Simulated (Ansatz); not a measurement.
HgSe: biaxial strain −1.00 %, plane normal [001], relaxed out of plane

Take HgSe in the zinc blende structure (space group F-43m, No. 216; a = 6.0630 Å) as the base. Axes: x, y, z lie along the cube axes.

The change: biaxial strain −1.00 %, plane normal [001], relaxed out of plane (Cartesian); in-plane vectors clamped, the third vector and the atoms free.

Computed with LDA (Ansatz, a program for electronic structure; PAW; 420 eV plane waves; without spin-orbit coupling). Γ-centred 9×9×9 mesh, Fermi–Dirac width 0.05 eV.

| quantity | base | changed | shift |
|---|---|---|---|
| volume per atom | 27.86 Å³ | 27.73 Å³ | -0.13 Å³ |
| space group | F-43m (No. 216) | I-4m2 (No. 119) | – |
| shortest interatomic distance | 4.961 bohr | 4.954 bohr | -0.007 bohr |
| energy relative to the base (free energy F) | 0 meV/atom | +0.7 meV/atom | +0.7 meV/atom |
| pressure (mean of the normal stresses, compression positive) | 0.0 GPa | 0.3 GPa | +0.3 GPa |
| band gap | zero | zero | – |
| out-of-plane strain (rough) | – | +1.55 % | – |
| mean in-plane stress (compression positive) (rough) | – | +0.4 GPa | – |

Cost of the whole job for the changed cell (relaxation, final SCF and bands): very roughly 60 core-seconds.

The mesh was chosen for an insulator and is coarse for the gapless case. Without a gap, meshes like the base's 9×9×9 leave anisotropic stresses uncertain by several tenths of a GPa, and small strain energies with them. Spin-orbit coupling, missing from the scalar runs, can matter with Hg. Stability against distortions was not tested. The final runs are not spin-polarised. The zero or small gap of HgSe can change with the level of theory.
